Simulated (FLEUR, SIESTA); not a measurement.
A FLEUR input for a self-consistent single point of BeS (F-43m, 2 atoms in the cell) (DFT, PBE, all-electron FLAPW (FLEUR), scalar-relativistic valence):

Input of the input generator:

```
BeS crystal
&input film=f /
-0.0000000000 4.5276779699 4.5276779699
4.5276779699 0.0000000000 4.5276779699
4.5276779699 4.5276779699 0.0000000000
1.0
1.0 1.0 1.0

2
4 0.0000000000 0.0000000000 0.0000000000
16 0.7500000000 0.7500000000 0.7500000000

&comp jspins=1 /
&kpt div1=8 div2=8 div3=8 gamma=t /
&end /
```

```xml
<?xml version="1.0" encoding="UTF-8" standalone="no"?>
<fleurInput fleurInputVersion="0.39">
   <comment>
      BeS crystal                                                                                         
   </comment>
   <calculationSetup>
      <cutoffs Kmax="4.0" Gmax="20.0" GmaxXC="20.0" numbands="0"/>
      <scfLoop itmax="60" minDistance="0.00001" maxIterBroyd="99" imix="Anderson" alpha="0.05" precondParam="0.0" spinf="2.0"/>
      <coreElectrons ctail="T" frcor="F" kcrel="0" coretail_lmax="0"/>
      <xcFunctional name="pbe" relativisticCorrections="F"/>
      <magnetism jspins="1"/>
      <soc l_soc="F" theta="0.0" phi="0.0" spav="F"/>
      <expertModes spex="0" secvar="F"/>
      <geometryOptimization l_f="T" forcealpha="1.0" forcemix="BFGS" epsdisp="0.00001" epsforce="0.00001"/>
      <ldaU l_linMix="F" mixParam="0.05" spinf="1.0"/>
   </calculationSetup>
   <cell>
      <bzIntegration valenceElectrons="10.0" mode="hist" fermiSmearingEnergy="0.0001">
         <kPointListSelection listName="default-1"/>
         <!-- k-points included here -->
         <xi:include xmlns:xi="http://www.w3.org/2001/XInclude" href="kpts.xml"> </xi:include>
      </bzIntegration>
      <!-- symmetry operations included here -->
      <xi:include xmlns:xi="http://www.w3.org/2001/XInclude" href="sym.xml"> </xi:include>
      <bulkLattice scale="1.0">
         <bravaisMatrix>
            <row-1>    0.0000000000000000     4.5276779699000000     4.5276779699000000</row-1>
            <row-2>    4.5276779699000000     0.0000000000000000     4.5276779699000000</row-2>
            <row-3>    4.5276779699000000     4.5276779699000000     0.0000000000000000</row-3>
         </bravaisMatrix>
      </bulkLattice>
   </cell>
   <atomSpecies>
      <species name="Beryllium (Be)" element="Be" atomicNumber="4">
         <mtSphere radius="1.69" gridPoints="559" logIncrement="0.018"/>
         <atomicCutoffs lmax="5" lnonsphr="3"/>
         <electronConfig flipSpins="F">
            <coreConfig></coreConfig>
            <valenceConfig>(1s1/2) (2s1/2)</valenceConfig>
         </electronConfig>
         <energyParameters s="2" p="2" d="3" f="4"/>
         <lo type="SCLO" l="0" n="1" eDeriv="0"/>
         <lo type="SCLO" l="1" n="2" eDeriv="2"/>
         <lo type="SCLO" l="2" n="3" eDeriv="2"/>
      </species>
      <species name="Sulfur (S)" element="S" atomicNumber="16">
         <mtSphere radius="1.95" gridPoints="645" logIncrement="0.018"/>
         <atomicCutoffs lmax="5" lnonsphr="3"/>
         <electronConfig flipSpins="F">
            <coreConfig>(1s1/2) (2s1/2) (2p1/2) (2p3/2)</coreConfig>
            <valenceConfig>(3s1/2) (3p1/2) (3p3/2)</valenceConfig>
            <stateOccupation state="(3p1/2)" spinUp="0.6666666666667" spinDown="0.6666666666667"/>
            <stateOccupation state="(3p3/2)" spinUp="1.3333333333333" spinDown="1.3333333333333"/>
         </electronConfig>
         <energyParameters s="3" p="3" d="3" f="4"/>
         <lo type="SCLO" l="0" n="3" eDeriv="2"/>
         <lo type="SCLO" l="1" n="3" eDeriv="2"/>
         <lo type="SCLO" l="2" n="3" eDeriv="2"/>
         <lo type="SCLO" l="3" n="4" eDeriv="2"/>
      </species>
   </atomSpecies>
   <atomGroups>
      <atomGroup species="Beryllium (Be)">
         <relPos label="                   1">.0000000000 .0000000000 .0000000000</relPos>
         <force calculate="T" relaxXYZ="TTT"/>
      </atomGroup>
      <atomGroup species="Sulfur (S)">
         <relPos label="                   2">-1.000/4.000 -1.000/4.000 -1.000/4.000</relPos>
         <force calculate="T" relaxXYZ="TTT"/>
      </atomGroup>
   </atomGroups>
   <output dos="F" band="F" slice="F">
      <checks vchk="F" cdinf="F"/>
      <bandDOS minEnergy="-.5*Htr" maxEnergy="0.5*Htr" sigma="0.015" storeEVData="T"/>
      <vacuumDOS vacdos="F" integ="F" star="F" nstars="0" locx1="0.0" locy1="0.0" locx2="0.0" locy2="0.0" nstm="0" tworkf="0.0"/>
      <unfoldingBand unfoldBand="F" supercellX="1" supercellY="1" supercellZ="1"/>
      <plotting iplot="0" polar="F">
         <plot TwoD="T" vec1="  1.0  0.0  0.0" vec2="  0.0  1.0  0.0" vec3="  0.0  0.0  1.0" zero="  0.0  0.0  0.0" file="plot"/>
      </plotting>
      <chargeDensitySlicing numkpt="0" minEigenval="0.0" maxEigenval="0.0" nnne="0" pallst="F"/>
      <specialOutput eonly="F"/>
      <magneticCircularDichroism mcd="F" energyLo="-10.0" energyUp="0.0"/>
   </output>
  <!-- We include the file relax.xml here to enable relaxations (see documentation) -->
  <xi:include xmlns:xi="http://www.w3.org/2001/XInclude" href="relax.xml"> <xi:fallback/> </xi:include>
</fleurInput>
```

### Question
Write the same calculation as an input for SIESTA.

### Answer
One input that does it (others would too):

```
# files in the folder: Be.psml S.psml (PseudoDojo PBE standard)
SystemName  BeS
SystemLabel bes

NumberOfAtoms                2
NumberOfSpecies              2
%block ChemicalSpeciesLabel
  1 4 Be
  2 16 S
%endblock ChemicalSpeciesLabel
LatticeConstant              1.0 Ang
%block LatticeVectors
     0.000000000    2.395944000    2.395944000
     2.395944000    0.000000000    2.395944000
     2.395944000    2.395944000    0.000000000
%endblock LatticeVectors
AtomicCoordinatesFormat      Ang
%block AtomicCoordinatesAndAtomicSpecies
     0.000000000    0.000000000    0.000000000  1
     3.593916000    3.593916000    3.593916000  2
%endblock AtomicCoordinatesAndAtomicSpecies

XC.functional                GGA
XC.authors                   PBE
PAO.BasisSize                DZP
PAO.EnergyShift              0.01 Ry
PAO.Polarization.NonPerturbative true
MeshCutoff                   300 Ry
%block kgrid.MonkhorstPack
    8   0   0  0.0
    0   8   0  0.0
    0   0   8  0.0
%endblock kgrid.MonkhorstPack
OccupationFunction           FD
ElectronicTemperature        10 K

MaxSCFIterations             150
SCF.Mixer.Method             Broyden
SCF.Mixer.Weight             0.25
SCF.Mixer.History            6
SCF.DM.Tolerance             1.0E-04
Diag.ParallelOverK           true
WriteForces                  true
Charge.Mulliken              end
```

Basis settings and potentials, where a program has them, do not carry over. This input uses DFT, GGA PBE, numerical atomic orbitals DZP, PseudoDojo PBE standard norm-conserving potentials (rewritten from UPF to PSML). Both were run: gap on the mesh 3.028 eV in FLEUR and 2.937 in SIESTA.

On SIESTA: the starting cell comes from a database of computed structures (which also holds hypothetical and non-ambient phases and stackings), without a prior relaxation at this level. Its lattice was rescaled by a random factor within 2.5 % of one. Values carry the incompleteness of an atom-centred basis. With a pressure of about 4 GPa the cell is away from its equilibrium volume at this level.

On FLEUR: the starting cell comes from a database of computed structures (which also holds hypothetical and non-ambient phases and stackings), without a prior relaxation at this level. Its lattice was rescaled by a random factor within 2.5 % of one. Values depend on the basis (sphere radii, cutoffs, local orbitals), which need not be converged.
